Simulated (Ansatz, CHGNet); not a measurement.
For AgInTe2 (model structure, started from the chalcopyrite type, I-42d, No. 122, 8 atoms in the cell), the machine-learned potential CHGNet 0.3.0 (trained on PBE and PBE+U data) gives:

```
Property                Value
-------------------  --------
lattice parameter a   6.487 Å
c axis length        13.407 Å
```

What does PBEsol (Ansatz, a quantum-chemistry and plane-wave program, PAW) give for the same quantities?


- lattice constant a: 6.432 Å (decreases by 0.8 %)
- lattice parameter c: 12.766 Å (falls by 4.8 %)

Changes are worked out from the printed values.

Unless a cell is named, each level is at its own relaxed cell (CHGNet 0.3.0 35.26, PBEsol 33.00 Å³/atom).

Ansatz's density-functional and Hartree–Fock values are scalar-relativistic unless marked +SOC, with PAW data made under PBE.

A model structure was made by putting elements into a prototype or built by hand; here it ended with the formula and space group of a phase in our tables.
